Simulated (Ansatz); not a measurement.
1T (CdI2-type) CaI2, treated with HSE06-D3(BJ) in Ansatz (PAW).

The cell is the one relaxed with PBE-D3(BJ): a = b = 4.434 Å, c = 6.925 Å, α = β = 90.00°, γ = 120.00°.

Task: Estimate the interlayer binding energy that the calculation returns.

Result: 
interlayer binding energy: 18.5 meV/Å²

Spin–orbit coupling is not included.

The computed numbers hold no vibrational or temperature effects.

It cost about 13 core-minutes (a rough figure) of CPU time.

Ansatz is a quantum-chemistry and plane-wave program.
